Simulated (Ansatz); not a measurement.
We look at the energy of the reaction as written. Reaction: 1/4 cell B + 3/4 Br (Cmce) → cell A. The sign is products less reactants.

Cell A: a stack of composition Ru5Br built on Ru (hcp, P6₃/mmc) (0001), with 5 atoms on that crystal's sites, 6 atoms, hexagonal cell of 2.70 Å (6.3 Å²), symmetry P3m1, 10.8 Å thick under 16 Å of vacuum, in-plane vectors held at the crystal's, which may strain the added film; planes from bottom to top: Ru × 5 | Br, its two faces unlike (dipole correction applied); spin state with PBE: run without spin, k-point mesh 20×20×1.
```
Ru5Br
1.0
    2.69947     0.00000     0.00000
    1.34974     2.33781     0.00000
    0.00000     0.00000    26.67716
Ru Br
5 1
Cartesian
  0.00000   0.00000   8.04898
  2.69947   1.55854  10.10883
  0.00000   0.00000  12.25161
  2.69947   1.55854  14.41712
  0.00000   0.00000  16.46020
  1.34974   0.77927  18.81056
```

Cell B: a slab of Ru (hcp, P6₃/mmc) cut along (0001), 21 atoms, hexagonal cell of 5.40 Å (25.2 Å²), symmetry P3m1, 10.5 Å thick under 16 Å of vacuum, in-plane vectors held at the crystal's; planes from bottom to top: Ru4 × 5 | Br, its two faces unlike (dipole correction applied); added, foreign or displaced atoms, above the top plane: Br bound to 3 Ru at 2.61 Å; spin state with PBE: run without spin, k-point mesh 10×10×1.
```
CELL_PARAMETERS angstrom
      5.39895     0.00000     0.00000
      2.69947     4.67563     0.00000
      0.00000     0.00000    26.67716
ATOMIC_POSITIONS crystal
  Ru 0.00006 0.00006 0.30263
  Ru 0.49988 0.00006 0.30263
  Ru 0.00006 0.49988 0.30263
  Ru 0.50000 0.50000 0.30292
  Ru 0.83365 0.33318 0.38013
  Ru 0.33318 0.33318 0.38013
  Ru 0.83333 0.83333 0.38004
  Ru 0.33318 0.83365 0.38013
  Ru 0.99952 0.99952 0.46046
  Ru 0.50096 0.99952 0.46046
  Ru 0.99952 0.50096 0.46046
  Ru 0.50000 0.50000 0.46080
  Ru 0.83171 0.33414 0.54119
  Ru 0.33414 0.33414 0.54119
  Ru 0.83333 0.83333 0.54156
  Ru 0.33414 0.83171 0.54119
  Ru 0.00035 0.00035 0.61860
  Ru 0.49930 0.00035 0.61860
  Ru 0.00035 0.49930 0.61860
  Ru 0.50000 0.50000 0.61801
  Br 0.16667 0.16667 0.69712
```

Reference: Br (Cmce), 4 atoms in the cell, k-point mesh 10×10×4 on the run's own vectors. Conventional cell: a = 6.9883 Å, b = 4.1418 Å, c = 8.5853 Å, α = 90.00°, β = 90.00°, γ = 90.00°.

Plane-wave PAW calculations with Ansatz (a program for electronic structure), its PAW set soft_1, cutoff 420 eV, 500 eV for r2SCAN. The structures are at rest with PBE+D3(BJ), within the held lattices; other levels are single points on them. Neutral cells; Fermi-Dirac smearing of at most 0.10 eV in the solids, energies taken to zero width. The lattices are those relaxed with PBE+D3(BJ) or held as stated, so at other levels the solids can be strained, which adds to the spread. Larger cells are relaxed from a start prepared with the learned potential CHGNet till forces fall under 0.03 eV/Å, which some starts already meet. A dispersion term (D3(BJ), or D4 for r2SCAN) was computed beside these levels and is taken off wherever the name lacks it. Static lattices, no vibrational contributions. No structure search was made; lower ones may exist. No Hubbard U is applied. No correction for cell size. Cell A has symmetry P3m1 and got no random move, so less symmetric positions, which may lie lower, weren't tried. Cell B has symmetry P3m1 and got no random move, so less symmetric positions, which may lie lower, weren't tried.

**Question.** Predict the value from r2SCAN+D4.

**Answer.** 1.29 eV, for 1/4 cell B + 3/4 Br (Cmce) → cell A.

**Question.** What do the other levels give, and how wide is the spread?

**Answer.** 
| Functional | value (eV) | less r2SCAN+D4 |
|---|---|---|
| PBE | 1.33 | 0.04 |
| PBE+D3(BJ) | 1.06 | -0.23 |
| r2SCAN | 1.37 | 0.08 |

The levels span 0.31 eV, from PBE+D3(BJ) (1.06) to r2SCAN (1.37).
